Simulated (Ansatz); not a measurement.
The reference is Pt in the fcc (Cu type) structure (space group Fm-3m, No. 225; a = 3.895 Å; relaxed with 0.1 eV smearing).

Computed with LDA/PAW in Ansatz (an electronic-structure program), no spin-orbit coupling.

For the base:

| Item | Result |
|---|---|
| Pressure | 0.0 GPa |
| Band gap | zero |

It is then changed as follows: every lattice vector is shortened by 0.50 %; the atoms relax in the strained cell.

**Question.** Estimate the effect on the energy relative to the base, pressure and band gap.

**Answer.** The energy grows by 3.2 meV/atom; the pressure goes from zero to 4.8 GPa; the band gap remains zero.

No phonon test of stability was made. All final runs are without spin polarisation.
